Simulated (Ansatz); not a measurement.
Start from Ti$_{2}$InB$_{2}$ (space group P-6m2, No. 187; a hypothetical phase, not in the database extracts checked).

```yaml
crystal:
  lattice:
    - [3.08206, 0.00000, 0.00000]
    - [-1.54103, 2.66914, 0.00000]
    - [0.00000, 0.00000, 7.93614]
  atoms:
    - { symbol: Ti, position: [0.33333, 0.66667, 0.69304] }
    - { symbol: Ti, position: [0.33333, 0.66667, 0.30696] }
    - { symbol: In, position: [0.00000, 0.00000, 0.00000] }
    - { symbol: B, position: [0.00000, 0.00000, 0.50000] }
    - { symbol: B, position: [0.66667, 0.33333, 0.50000] }
```

Cartesian axes are those of the cell as printed.

Level of theory: DFT with PBE, PAW potentials and a 420 eV plane-wave cutoff in Ansatz (a quantum-chemistry and plane-wave program), spin-orbit coupling left out.

Strains are applied to the cell and any free atomic positions relax; under biaxial strain the out-of-plane vector relaxes too.

One change was made to it. Results:

| quantity | base | after |
|---|---|---|
| shortest interatomic distance | 1.779 Å | 1.755 Å |
| pressure (mean of the normal stresses, compression positive) | 0.0 GPa | 5.8 GPa |

Q: What was done to the base?
(A) strain tensor (xx, yy, zz, yz, xz, xy) = (+0.72, −0.85, −2.06, −0.86, +1.17, −1.33) %
(B) biaxial strain +1.81 %, plane normal [001], relaxed out of plane
(C) strain tensor (xx, yy, zz, yz, xz, xy) = (+0.13, −1.46, −2.23, +2.23, +0.49, −0.25) %

A: C, strain tensor (xx, yy, zz, yz, xz, xy) = (+0.13, −1.46, −2.23, +2.23, +0.49, −0.25) %. For comparison, the pressure in the other runs: biaxial strain +1.81 %, plane normal [001], relaxed out of plane gives -4.3 GPa; strain tensor (xx, yy, zz, yz, xz, xy) = (+0.72, −0.85, −2.06, −0.86, +1.17, −1.33) % gives 3.4 GPa.

Without a gap, meshes like the base's 17×17×6 leave anisotropic stresses uncertain by several tenths of a GPa, and small strain energies with them. Whether these cells are dynamically stable was not tested. The final runs are not spin-polarised. An odd electron count without spin: Ti2InB2.
